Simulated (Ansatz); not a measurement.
The structure below was relaxed with plane-wave PAW DFT at the PBE level (Ansatz, an electronic-structure program, 420 eV), no SOC, at pressure 4.5 GPa.

Space group Pm-3m (No. 221); a = 3.782 Å, b = 3.782 Å, c = 3.782 Å, α = 90.00°, β = 90.00°, γ = 90.00°

| atom | site | symmetry | x | y | z |
|---|---|---|---|---|---|
| Cu | 3d | 4/mm.m | 0.0000 | 0.0000 | 0.5000 |
| N | 1a | m-3m | 0.0000 | 0.0000 | 0.0000 |

Question: Write out a cell with all atoms.

Answer: 
```xyz
4
Lattice="3.7818 0.0000 0.0000 0.0000 3.7818 0.0000 0.0000 0.0000 3.7818" Properties=species:S:1:pos:R:3 pbc="T T T"
Cu     1.8909     0.0000     0.0000
Cu     0.0000     1.8909     0.0000
Cu     0.0000     0.0000     1.8909
N      0.0000     0.0000     0.0000
```
This is the conventional cell.

Load acts through the strain it causes; cell and atoms are relaxed under it. Whether these cells are dynamically stable was not tested. The final runs are not spin-polarised. The cell was made from Cu3N (space group Pm-3m, No. 221) by this change: pressure 4.5 GPa.
